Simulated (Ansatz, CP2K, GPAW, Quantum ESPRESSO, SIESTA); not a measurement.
## AlCr₂C (P6_3/mmc, 8 atoms in the cell) computed with different codes at matched settings

Self-consistent single point.

```yaml
crystal:
  lattice:
    - [2.82510, 0.00000, 0.00000]
    - [-1.41255, 2.44661, 0.00000]
    - [0.00000, 0.00000, 12.60137]
  atoms:
    - { symbol: Al, position: [0.66667, 0.33333, 0.25000] }
    - { symbol: Al, position: [0.33333, 0.66667, 0.75000] }
    - { symbol: Cr, position: [0.33333, 0.66667, 0.41494] }
    - { symbol: Cr, position: [0.66667, 0.33333, 0.58506] }
    - { symbol: Cr, position: [0.66667, 0.33333, 0.91494] }
    - { symbol: Cr, position: [0.33333, 0.66667, 0.08506] }
    - { symbol: C, position: [0.00000, 0.00000, 0.50000] }
    - { symbol: C, position: [0.00000, 0.00000, 0.00000] }
```

All programs got the same cell, k-point mesh and kind of occupations (in Ansatz's words: kpoints.mp_grid.grid = 9 9 2; scf.occupations.method = fermi_dirac; scf.occupations.width = 0.136 eV); potentials, basis and cutoffs are each program's usual ones.

```json
[
 {"code": "Ansatz", "model": "PBE, PAW files", "pressure (GPa)": "4.03", "largest force (eV/Å)": "0.013", "k-points": "24", "cutoff": "420 eV"},
 {"code": "SIESTA", "model": "GGA PBE, numerical atomic orbitals DZP, PseudoDojo PBE standard norm-conserving potentials (rewritten from UPF to PSML)", "pressure (GPa)": "2.16", "largest force (eV/Å)": "0.025", "k-points": "86", "cutoff": "grid 300 Ry"},
 {"code": "GPAW", "model": "PBE, GPAW PAW datasets PBE (gpaw-data 1.0.1)", "pressure (GPa)": "–", "largest force (eV/Å)": "0.297", "k-points": "24", "cutoff": "950 eV"},
 {"code": "CP2K", "model": "PBE, GPW, DZVP-MOLOPT-SR-GTH basis, GTH-PBE potentials (GTH_POTENTIALS)", "pressure (GPa)": "3.85", "largest force (eV/Å)": "0.053", "k-points": "82", "cutoff": "grid 600 Ry"},
 {"code": "Quantum ESPRESSO", "model": "PBE, PseudoDojo standard norm-conserving (PBE) pseudopotentials", "pressure (GPa)": "4.32", "largest force (eV/Å)": "0.042", "k-points": "24", "cutoff": "95 Ry"}
]
```

A dash marks a value that a program does not give, or that is left out as unsure.

The spread over the programs that give each value: pressure within 2.16 GPa; largest force within 0.284 eV/Å.

The starting cell comes from a database of computed structures (which also holds hypothetical and non-ambient phases and stackings), without a prior relaxation at this level. On Ansatz's run: Spin polarisation is off. In the base run, with a pressure of about 4 GPa the cell is away from its equilibrium volume at this level.

Q: Why do the programs differ, and what cannot be compared?

A: Differences of this kind can come from the potentials, where these differ, and from what each basis and cutoff leave unconverged. The valence holds different numbers of electrons (Ansatz (a program for electronic structure) 70, SIESTA 70, GPAW 38, CP2K 70, Quantum ESPRESSO 70). The zero of total energies and Fermi levels follows the potentials and each program's conventions, so they are not compared here. SIESTA and CP2K use small atom-centred bases, whose incompleteness enters pressures, forces and empty levels differently from a plane-wave cutoff. Ansatz's pressure is given at a fixed set of plane waves, as the other plane-wave codes print theirs; with its correction for the finite basis it is 4.18 GPa. The pressure of GPAW is left out: its cutoff lies under the one at which its stress was checked. The programs reduce the same mesh by symmetry to different extents, which changes the work and not the result. In the pressure, SIESTA (by 2.01) lies more than 1 GPa from the median of the plane-wave programs. In the force vectors, GPAW (by 0.256) lies more than 0.08 eV/Å from the median of the plane-wave programs.

Left out of this page: ABINIT (with a known weakness of the program); FLEUR (not drawn, or without a comparable value).

Keys are those of Ansatz 0.2.
